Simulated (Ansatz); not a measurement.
## Pd under a change: isotropic strain +3.00 %

Base system: Pd in the fcc (Cu type) structure (space group Fm-3m, No. 225; a = 3.910 Å; relaxed with 0.1 eV smearing).

Modification: every lattice vector is stretched by 3.00 %; the atoms relax in the strained cell.

All numbers come from r2SCAN/PAW in Ansatz (a program for electronic structure), no spin-orbit coupling. k-mesh 29×29×29 (Γ-centred); smearing 0.1 eV (Fermi–Dirac).

The volume per atom grows by 1.386 Å³, from 14.95 Å³ to 16.33 Å³ and the space group is still Fm-3m (No. 225). The energy goes up by 60 meV/atom and the pressure goes from zero to -12.7 GPa. The band gap stays zero.

Final structure:

```
Pd
1.0
    0.00000     2.01385     2.01385
    2.01385     0.00000     2.01385
    2.01385     2.01385     0.00000
Pd
1
Direct
  0.00000   0.00000   0.00000
```

Stability against distortions was not tested. The final runs are not spin-polarised. Pd lies near a magnetic instability that expansion can trigger; it was not tested. Pd has a high density of states at the Fermi level and may be magnetic at this level.
